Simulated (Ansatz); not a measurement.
Take BaTiO₃ in the cubic perovskite structure (space group Pm-3m, No. 221; a = 3.970 Å) as the base. Axes: x, y, z lie along the cube axes.

Method: Kohn–Sham DFT with the PBEsol functional, run in Ansatz (a first-principles code) with PAW and 420 eV plane waves, without spin-orbit coupling.

A first run, uniaxial strain ε_yy = +2.01 %, gives secant values C11 ≈ 290 GPa and C12 ≈ 100 GPa from its stress. A second run applies uniaxial stress, 3 GPa compression along z.

Task: What does linear elasticity predict for Young's modulus in the second run, and what does the run give?

Result: Linear elasticity: (C11 − C12)(C11 + 2 C12)/(C11 + C12) = 240 GPa. The run gives 280 GPa; any difference comes from nonlinear terms at these strains and numerical noise.

Beyond what the load breaks, stability against distortions was not tested. All final runs are without spin polarisation. Many cubic perovskites are stable only at high temperature; tilts and polar distortions were not tested. This is not the structure that BaTiO3 has at room temperature and ambient pressure.
